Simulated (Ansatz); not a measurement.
## AlBO3: response to strain

The parent structure is AlBO$_{3}$ (space group R-3c, No. 167; a = 4.475 Å, c = 13.738 Å (hexagonal axes)). Axes: x lies along a and z along c of the hexagonal cell.

Strains are applied to the cell and any free atomic positions relax.

All numbers come from DFT with PBEsol, PAW potentials and a 420 eV plane-wave cutoff in Ansatz (a quantum-chemistry and plane-wave program), no spin-orbit coupling.

Notes on the quantities. pressure: mean of the normal stresses, compression positive; energy relative to the base: free energy F.

```tsv
variant	pressure	energy relative to the base	shortest interatomic distance
base	-0.01 GPa	0 meV/atom	1.382 Å
isotropic strain +2.40 %	-13.56 GPa	+26 meV/atom	1.396 Å
uniaxial strain ε_xx = −3.56 %	9.85 GPa	+17 meV/atom	1.365 Å
uniaxial strain ε_yy = +0.20 %	___	+0.1 meV/atom	1.382 Å
```

Problem. Fill in the withheld entries from the trend.

Solution. 
- uniaxial strain ε_yy = +0.20 %, pressure: -0.49 GPa

Whether these cells are dynamically stable was not tested.
